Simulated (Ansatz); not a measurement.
The starting structures come from a database of crystals and need not be the phases stable at ambient conditions.

By PBEsol, the system below comes out a metal.

The ballistic (Sharvin) conductance counts the channels at the Fermi level: G/A = (e²/h) × channels of both spins per area.

Input:

```
CELL_PARAMETERS angstrom
      2.91475     0.00000     0.00000
      0.00000     5.20850     0.00000
      0.00000    -2.60425     4.51069
ATOMIC_POSITIONS crystal
  Ta 0.00000 0.00000 0.00000
  Ta 0.50000 0.66667 0.33333
  Ta 0.50000 0.33333 0.66667
  N  0.00000 0.00000 0.39239
  N  0.00000 0.60761 0.60761
  N  0.00000 0.39239 0.00000
```

The cell is taken as given; by PBEsol it stands under a pressure of -5.6 GPa.

The current flows along the normal of the first two printed cell vectors, the (100) plane of the conventional cell. No spin-orbit coupling; the value is a mean over 0.1 eV about the Fermi level.

Task: Estimate the ballistic conductance per area that PBEsol (Ansatz, a quantum-chemistry and plane-wave program) returns for this system.

Result: 0.20 × 10¹⁵ S/m² for both spins.
